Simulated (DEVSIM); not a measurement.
# Si n-p junction from an implanted or diffused profile

Structure: Si n-p junction from an implanted or diffused profile, at 300 K.

| layer (left to right) | material | thickness (μm) | Na (cm⁻³) | τn (s) | τp (s) |
|---|---|---|---|---|---|
| 1 | Si | 13.0 | 5.2e15 | 6.4e-6 | 6.4e-6 |

Added donor profile: 8.5e18 cm⁻³ × exp(−(x − 0.075 μm)²/(2·(0.089 μm)²)). Left contact: ohmic. Right contact: ohmic. Voltage is applied to the left contact. Recombination: SRH at mid-gap, radiative. Mobility is constant in doping.

Constants are typed, rounded textbook-type inputs, not results; the design itself was drawn at random and stands for no fabricated device. Values at 300 K.

| parameter | Si |
|---|---|
| gap (eV) | 1.124 |
| affinity (eV) | 4.05 |
| permittivity | 11.7 |
| Nc (cm⁻³) | 2.86e19 |
| Nv (cm⁻³) | 3.1e19 |
| μn (cm²/Vs) | 1417 |
| μp (cm²/Vs) | 470 |
| B (cm³/s) | 4.7e-15 |

Simulated with DEVSIM: 1D drift-diffusion, Boltzmann statistics, complete ionisation; no tunnelling, impact ionisation, image-force lowering or self-heating.

The potential step across the device at zero bias is 0.859 V, the dark forward voltage at 1 A/cm² is 0.594 V and the dark forward voltage at 100 A/cm² comes out as 0.739 V.

Small-signal capacitance in reverse bias (quasi-static):

```
V (V)  C (nF/cm²)
-----  ----------
0.2          21.0
0.5          18.3
1            15.4
1.5          13.6
2            12.3
3            10.5
4            9.35
5            8.51
6.5          7.58
8            6.91
10           6.24
```

Dark forward current:

```json
[
 {"V (V)": "-0.05", "J (A/cm²)": "-1.6e-9"},
 {"V (V)": "-0.10", "J (A/cm²)": "-8.5e-9"},
 {"V (V)": "-0.15", "J (A/cm²)": "-4.6e-8"},
 {"V (V)": "-0.20", "J (A/cm²)": "-2.8e-7"},
 {"V (V)": "-0.25", "J (A/cm²)": "-1.8e-6"},
 {"V (V)": "-0.30", "J (A/cm²)": "-1.2e-5"},
 {"V (V)": "-0.35", "J (A/cm²)": "-8.3e-5"},
 {"V (V)": "-0.40", "J (A/cm²)": "-0.00057"},
 {"V (V)": "-0.45", "J (A/cm²)": "-0.0039"},
 {"V (V)": "-0.50", "J (A/cm²)": "-0.027"},
 {"V (V)": "-0.55", "J (A/cm²)": "-0.19"},
 {"V (V)": "-0.60", "J (A/cm²)": "-1.3"},
 {"V (V)": "-0.65", "J (A/cm²)": "-7.7"},
 {"V (V)": "-0.70", "J (A/cm²)": "-37"},
 {"V (V)": "-0.75", "J (A/cm²)": "-130"},
 {"V (V)": "-0.80", "J (A/cm²)": "-360"},
 {"V (V)": "-0.85", "J (A/cm²)": "-810"},
 {"V (V)": "-0.90", "J (A/cm²)": "-1500"},
 {"V (V)": "-0.95", "J (A/cm²)": "-2500"}
]
```
